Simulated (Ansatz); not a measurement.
An Ansatz (an electronic-structure program) run: CuAu with a change (uniaxial strain ε_zz = −1.00 %); PBE (Ansatz, PAW, spin-orbit coupling left out).

Input:

Ansatz 0.2 input:
```yaml
crystal:
  lattice:
    - [2.8694091992, 0, 0]
    - [0, 2.8694091992, 0]
    - [0, 0, 3.6087776784]
  atoms:
    - { symbol: Cu, position: [0, 0, 0] }
    - { symbol: Au, position: [0.5, 0.5, 0.5] }
basis: { ecutwfc: 420, ecutrho_ratio: 4, xc_grid: 2, fft_grid_basis: typed }
kpoints: { mp_grid: { grid: [20, 20, 16] } }
hamiltonian:
  xc: pbe
  dispersion: none
  pseudopotentials: { kind: paw }
scf: { occupations: { method: fermi_dirac, width: 0.1 }, convergence: { dr2_threshold: 0.0000000002 } }
relax: { f_tol: 0.005, max_steps: 50 }
output: { forces: true, stress: true }
checkpoint: { write: state.ck, write_every: 1000 }
```

Output (explanatory and most iteration lines left out):

```
Relaxation: its limit of steps is 50 (relax.max_steps)
Pseudopotential: Cu, paw, valence charge 19
Pseudopotential: Au, paw, valence charge 19
Crystal: 2 atoms, lattice volume = 29.713 Å³
Basis set: ecut = 420 eV, 577 PW (Γ), exchange–correlation on 40×40×50 points (8 copies of the dense FFT grid, shifted against one another)
Bands: 23, of which v1, the nominal top of the filled ones, is band 19 counted from 1 (18 counted from 0)
Symmetry: 16 space group operations
Space group: P4/mmm (ITA 123), of the structure as read, at distance tolerance 3.1e-5 Å
k-points: 594 of 6400
Functional: x = pbe(κ = 0.804, μ = 0.2195149727645171), c = pbe(β = 0.06672455060314922)
SCF iter   1: F=—  HF=-19774.613639 eV  |F-HF|=—  |Δ(HF+E_count)|=         —  Δρ=2.68e-3  dr2=1.83e-3  ethr=1.77e-3  ⟨swp⟩=5.0  Hψ=51421  notcnv=0
SCF iter   2: F=—  HF=-19774.614041 eV  |F-HF|=—  |Δ(HF+E_count)|=   4.02e-4  Δρ=1.02e-3  dr2=3.24e-4  ethr=4.81e-6  ⟨swp⟩=2.0  Hψ=26526  notcnv=0
SCF 1 converged in 9 iterations: F = -19774.614058 eV  dr2 = 3.27e-11
relax step   1: F+E_penalty+E_count = -19774.61405763 eV  Δ(F+E_penalty+E_count) = +0.000e0 eV  max|allowed force component| = 0.000e0 eV/Å  Δτ_max = 0.0000 Å  (9 SCF iters, accepted)
SCF converged after 9 iterations
Free energy (F): -19774.614058 eV
Internal energy: -19774.594078 eV  (E = F + TS)
E sigma→0 (E₀):  -19774.604068 eV
Entropy (-TS):   -0.019980 eV (-9.990 meV/atom)
Fermi energy:    18.486191 eV
--- Forces (eV/Å), atoms counted from 1 ---
  atom   1  Cu     0.00000000     0.00000000     0.00000000
  atom   2  Au     0.00000000     0.00000000     0.00000000
--- Stress (GPa, compression-positive) ---
        1.380495       0.000000       0.000000
        0.000000       1.380495       0.000000
        0.000000       0.000000       1.533695
  P = ⅓ Tr σ = 1.4316 GPa (14.316 kbar)
--- Relaxed structure (1 steps of the walk, 1 accepted, 0 SCFs on fresh bases) ---
  atoms:
    - { symbol: Cu, position: [0.0, 0.0, 0.0] }
    - { symbol: Au, position: [0.5, 0.5, 0.49999999999999994] }
```

Whether these cells are dynamically stable was not tested. The final runs are not spin-polarised. The cell was made from CuAu (space group P4/mmm, No. 123) by this change: uniaxial strain ε_zz = −1.00 %.
